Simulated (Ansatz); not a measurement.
Ansatz (a program for electronic structure) run on ZrScVNi3 (P1, 6 atoms in the cell): self-consistent single point.

Method: LDA (PW92), PAW files made with PBE (plane waves; Ansatz).

The change in words: atoms moved at random. Reference geometry:
```
CELL_PARAMETERS angstrom
      2.54001     1.46648     3.92295
     -2.54001     1.46648     3.92295
      0.00000    -2.93296     3.92295
ATOMIC_POSITIONS crystal
  Zr 0.99438 0.99438 0.99438
  Sc 0.25357 0.25357 0.25357
  V  0.62611 0.62611 0.62611
  Ni 0.62486 0.12620 0.62486
  Ni 0.62486 0.62486 0.12620
  Ni 0.12620 0.62486 0.62486
```
Moments meant for the start (each program seeds them in its own way; μB, in the order of the atoms Zr Sc V Ni Ni Ni): 0.0 0.0 2.0 2.0 2.0 2.0.

Reference input (self-consistent single point, DFT, LDA (PW92), plane waves, PAW files made with PBE): basis.ecutwfc = 420 eV; kpoints.mp_grid.grid = 4 4 4; hamiltonian.xc = lda; hamiltonian.pseudopotentials = {kind: paw} (the program's default PAW files); magnetization.spin_polarized = true; scf.occupations.method = gaussian; scf.occupations.width = 0.05 eV. This run's input differs from it in these lines:

Ansatz 0.2 input:
```diff
@@ -7,8 +7,8 @@
   atoms:
-    - { symbol: Zr, position: [0.99438000, 0.99438000, 0.99438000] }
-    - { symbol: Sc, position: [0.25357000, 0.25357000, 0.25357000] }
-    - { symbol: V, position: [0.62611000, 0.62611000, 0.62611000], spin: 2.0 }
-    - { symbol: Ni, position: [0.62486000, 0.12620000, 0.62486000], spin: 2.0 }
-    - { symbol: Ni, position: [0.62486000, 0.62486000, 0.12620000], spin: 2.0 }
-    - { symbol: Ni, position: [0.12620000, 0.62486000, 0.62486000], spin: 2.0 }
+    - { symbol: Zr, position: [0.99047000, 0.98834500, 0.99654300] }
+    - { symbol: Sc, position: [0.25365500, 0.24267100, 0.25912400] }
+    - { symbol: V, position: [0.64075300, 0.61475600, 0.62238200], spin: 2.0 }
+    - { symbol: Ni, position: [0.62858500, 0.12714500, 0.62738000], spin: 2.0 }
+    - { symbol: Ni, position: [0.61176700, 0.64688000, 0.12375500], spin: 2.0 }
+    - { symbol: Ni, position: [0.12474900, 0.63018300, 0.62079600], spin: 2.0 }
 basis:
```

The program printed (abridged):

```
SCF iter   1: F=—  HF=-26350.543416 eV  |F-HF|=—  |Δ(HF+E_count)|=         —  Δρ=1.91e-1 (↑1.91e-1 ↓1.17e-1)  dr2=4.80e0  dr2_m=1.85e1  M=1.196 μB ∫|m|=1.344 μB  β_m=0.30  ethr=3.10e-3  ⟨swp⟩=5.6  Hψ=12931  notcnv=0  defer=8
Mixer restart at iter 1: flushing history
all-band conjugate gradients solve this SCF's bands
preconditioner: auto → Kerker (q_TF=auto, 2.740 Å⁻¹)
   [... lines left out ...]
SCF iter  15: F=—  HF=-26349.081638 eV  |F-HF|=—  |Δ(HF+E_count)|=   6.30e-9  Δρ=2.29e-6 (↑1.75e-6 ↓2.29e-6)  dr2=9.81e-9  dr2_m=1.24e-10  M=0.593 μB ∫|m|=0.607 μB  β_m=0.71  ethr=8.19e-11  ⟨swp⟩=2.0  Hψ=5718  notcnv=0  defer=482
SCF iter  16: F=-26349.081638 eV  HF=-26349.081638 eV  |F-HF|=7.42e-8  |Δ(HF+E_count)|=   4.62e-9  Δρ=5.46e-6 (↑4.74e-6 ↓5.46e-6)  dr2=8.03e-8  dr2_m=2.32e-10  M=0.593 μB ∫|m|=0.607 μB  ethr=1.09e-11  ⟨swp⟩=8.0  Hψ=15791  notcnv=0
SCF 1 converged in 16 iterations: F = -26349.081638 eV  dr2 = 8.03e-8
WARN: the starting moments were not kept: the SCF closed with an absolute magnetisation of 6.0e-1 μB, where they sum to 8 μB in size (4 sites) …
Magnetization: 0.5928 μB (45.2964 up, 44.7036 down)
   [... lines left out ...]
Absolute magnetization: 0.6069 μB (∫|ρ↑−ρ↓|, with the PAW one-centre terms)
Free energy (F): -26349.081638 eV
Fermi energy:    15.411232 eV
   [... lines left out ...]
  atom   6  Ni     0.11796650    -0.09809378     0.03596951
--- Stress (GPa, compression-positive) ---
      -11.137379      -0.032614       0.034859
       -0.032614     -11.010146       0.061028
        0.034858       0.061028     -10.200565
  P = ⅓ Tr σ = -10.7827 GPa (-107.827 kbar)
  The stress holds the Pulay correction. Without it, at fixed plane waves, as pw.x and ABINIT print it: P = -10.8345 GPa
```

The run converged in 16 iterations. Against the reference run the free energy goes up by 8.5 meV/atom, the pressure goes from -11.29 to -10.78 GPa, the largest force goes from 0.043 to 0.475 eV/Å and the size of the net moment stays at 0.10 μB/atom.

The starting cell comes from a database of computed structures (which also holds hypothetical and non-ambient phases and stackings), without a prior relaxation at this level. For this run, on top of that: atoms moved at random. The moments shrank to a small part of their start, a low-spin state that need not be the lowest. The program warned that a starting moment was not kept. With a pressure of about -11 GPa the cell is away from its equilibrium volume at this level. Ansatz's pressure includes its estimate of the finite-basis (Pulay) stress.
